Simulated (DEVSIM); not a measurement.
System: double heterostructure, GaAs between p- and n-type In0.49Ga0.51P, at 300 K.

Layer 1 from the left is In0.49Ga0.51P, thickness (μm) 0.0730, Nd (cm⁻³) 3.7e17, τn (s) 1.3e-9, τp (s) 1.3e-9. Layer 2 from the left is GaAs, thickness (μm) 0.0400, Na (cm⁻³) 1.4e15, τn (s) 1.3e-9, τp (s) 1.3e-9. Layer 3 from the left is In0.49Ga0.51P, thickness (μm) 0.270, Na (cm⁻³) 8.1e17, τn (s) 1.3e-9, τp (s) 1.3e-9.

Left contact: ohmic. Right contact: ohmic. Voltage is applied to the left contact. Recombination: SRH at mid-gap, radiative, Auger. Mobility is μmin + (μ − μmin)/(1 + (N/Nref)^α).

Constants are typed, rounded textbook-type inputs, not results; the design itself was drawn at random and stands for no fabricated device. Values at 300 K.

In0.49Ga0.51P: gap (eV) 1.89, affinity (eV) 4, permittivity 11.8, Nc (cm⁻³) 9e17, Nv (cm⁻³) 1.3e19, μn (cm²/Vs) 1500, μp (cm²/Vs) 80, μn,min 400, μp,min 15, Nref,n 2e16, Nref,p 1.5e17, αn 0.7, αp 0.8, B (cm³/s) 1e-10, Cn (cm⁶/s) 3e-30, Cp (cm⁶/s) 3e-30. GaAs: gap (eV) 1.424, affinity (eV) 4.07, permittivity 12.9, Nc (cm⁻³) 4.7e17, Nv (cm⁻³) 9e18, μn (cm²/Vs) 8500, μp (cm²/Vs) 400, μn,min 500, μp,min 20, Nref,n 6e16, Nref,p 1.5e17, αn 0.39, αp 0.38, B (cm³/s) 2e-10, Cn (cm⁶/s) 1e-30, Cp (cm⁶/s) 1e-30.

Simulated with DEVSIM: 1D drift-diffusion, Boltzmann statistics, complete ionisation; no tunnelling, impact ionisation, image-force lowering or self-heating. Band offsets follow the typed affinities; no thermionic-emission limit at abrupt steps, no polarisation charge.

Question: What does the simulation give for the potential step across the device at zero bias, the dark forward voltage at 100 A/cm²?

Answer: potential step across the device at zero bias 1.795 V; dark forward voltage at 100 A/cm² 1.438 V.
